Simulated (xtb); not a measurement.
xtb 6.7.1, GFN2-xTB: Ni(F)(k2OAc)(tmeda) (CC1[O][Ni]2([F])(<-[O]=1)<-[N](C)(C)CC[N]->2(C)C), charge 0, multiplicity 3, 33 atoms. The geometry is a generated start, not checked to be a minimum at this level.

```json
{
 "run_flags": "--grad",
 "method": "GFN2-xTB",
 "--acc": "1 (default)",
 "--etemp (K)": "300 (default)",
 "basis_functions": "81",
 "valence_electrons": "90"
}
```

Charge 0 and multiplicity 3 are set for this test and not shown to be the ground state. GFN-xTB has no spin term: --uhf 2 sets the occupations alone.

One run each on 1 thread. Values of broydamp tried: 0.02, 0.05, 0.1, 0.2, 0.4 (default), 0.6, 0.8, 1.

**Question.** Predict the course of the SCC iterations along this series.

**Answer.** Fewest SCC iterations, within one of each other: 0.2 with 14, 0.4 (default) with 13, 0.6 with 14. The count rises to 25 at 0.02. All converge to one solution.

```
broydamp       SCC iterations            end
-------------  --------------  -------------
0.02                       25  same solution
0.05                       21  same solution
0.1                        18  same solution
0.2                        14  same solution
0.4 (default)              13  same solution
0.6                        14  same solution
0.8                        15  same solution
1                          15  same solution
```
